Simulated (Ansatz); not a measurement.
The parent structure is Li2O2 (space group P6_3/mmc, No. 194; with O–O pairs, as in a peroxide).

```
Li2O2
1.0
    3.12306     0.00000     0.00000
   -1.56153     2.70465     0.00000
    0.00000     0.00000     7.56467
Li O
4 4
Direct
  0.00000   0.00000   0.00000
  0.00000   0.00000   0.50000
  0.33333   0.66667   0.25000
  0.66667   0.33333   0.75000
  0.33333   0.66667   0.64933
  0.66667   0.33333   0.35067
  0.66667   0.33333   0.14933
  0.33333   0.66667   0.85067
```

Level of theory: Ansatz (a quantum-chemistry and plane-wave program) PBEsol, without spin-orbit coupling.

Before the change:

| Quantity | Result |
|---|---|
| Gap between the host's bands | 2.20 eV |

The change: 0.447 holes added to each cell, a density of 7.0×10^21 cm⁻³, with a uniform compensating background at fixed cell and a 300 K Fermi–Dirac width.

Task: Estimate the effect on the Fermi level from band edge, gap between the host's bands and largest internal atomic displacement.

Result: The Fermi level relative to the doped band's edge (positive inside the band; to 0.05 eV) comes out as +0.15 eV; the gap between the host's bands increases by 0.49 eV (2.20 eV → 2.69 eV); the largest internal atomic displacement amounts to 0.021 Å.

Charged cell with a jellium background: band edges are those of the host's band count, energies are not comparable with the neutral cell, and many-body gap narrowing is missing. Stability against distortions was not tested.
